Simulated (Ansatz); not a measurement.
Start from GaN in the zinc blende structure (space group F-43m, No. 216; a = 4.498 Å). Axes: x, y, z lie along the cube axes.

The values are results of PBEsol (Ansatz, a quantum-chemistry and plane-wave program, PAW, scalar-relativistic without spin-orbit coupling), not measurements.

Base values:

| Item | Result |
|---|---|
| Shortest interatomic distance | 194.8 pm |

Now apply this change: uniaxial strain ε_zz = −1.00 %, all other strain components held at zero; the atoms relax in the strained cell.

### Question
Estimate the effect on the energy relative to the base and shortest interatomic distance.

### Answer
The energy increases by 1.0 meV/atom; the shortest interatomic distance decreases by 0.65 pm, from 194.8 pm to 194.1 pm.

Stability against distortions was not tested. This is not the structure that GaN has at room temperature and ambient pressure.
